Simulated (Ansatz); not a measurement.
**ZnSe, pressure series**

Base system: ZnSe in the zinc blende structure (space group F-43m, No. 216; a = 5.6661 Å).

Cell and atoms are relaxed at each pressure.

The values are results of DFT with r2SCAN, PAW potentials and a 500 eV plane-wave cutoff in Ansatz (an electronic-structure program), no spin-orbit coupling, earlier PAW set, not measurements.

Candidates:
(a) pressure 1.5 GPa
(b) pressure 10 GPa
(c) pressure 0.3 GPa
(d) pressure 0.7 GPa
(e) pressure 7.5 GPa

For the base:

The band gap comes out as 1.86 eV.

### Question
Order them by band gap, lowest first.

### Answer
(c) pressure 0.3 GPa (1.88 eV), (d) pressure 0.7 GPa (1.91 eV), (a) pressure 1.5 GPa (1.96 eV), (e) pressure 7.5 GPa (2.28 eV), (b) pressure 10 GPa (2.39 eV)

Load acts through the strain it causes; cell and atoms are relaxed under it. Whether these cells are dynamically stable was not tested. Tetrahedral semiconductors of this kind turn to denser phases somewhere between about 1 and 50 GPa; those were not computed, so compressed cells here can lie past the real transition.
